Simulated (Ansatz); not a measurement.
System: 1T (CdI2-type) TiBr2. Method: r²SCAN (Ansatz, a first-principles code, PAW).

Numerical settings: plane-wave cutoff 560 eV, 18×18×10 k mesh (along the axes of the cell as run), Fermi–Dirac smearing 0.05 eV, no spin polarisation, scalar-relativistic PAW data made under PBE.

Energies at three volumes about the minimum:

```
V (Å³/atom)  E − E_lowest (meV/atom)
-----------  -----------------------
24.040                          0.52
24.531                          0.00
25.021                          0.33
```

### Question
Fit a parabola by hand: where is the minimum, and what is the bulk modulus?

### Answer
Slopes: (0.00 − 0.52)/(24.531 − 24.040) = -1.059 and (0.33 − 0.00)/(25.021 − 24.531) = 0.673 meV/Å³. Curvature E″ = 2 × (0.673 − (-1.059))/(25.021 − 24.040) = 3.531 meV/Å⁶. From the middle of the first interval, the slope vanishes at V0 = 24.2855 − (-1.059)/3.531 = 24.585 Å³/atom. B = V0 E″ = 24.585 × 3.531 meV/Å³ × 0.1602 GPa per meV/Å³ = 13.9 GPa. The full Birch–Murnaghan fit to all volumes gives V0 = 24.554 Å³/atom and B0 = 13.5 GPa.

Shape and atoms are relaxed at each volume.

Note: the run has no spin polarisation, so it can have missed a magnetic state; the cell comes from a level without a dispersion term, which matters for the spacing of layers, chains or molecules; the relaxation could not lower the start's symmetry, so the cell can be a saddle point above a distorted one; the cell has widely spaced layers and the level no dispersion term, so their spacing and the moduli can rest on weak binding; functionals without U or exact exchange can leave correlated insulators metallic, so the missing gap need not be real.
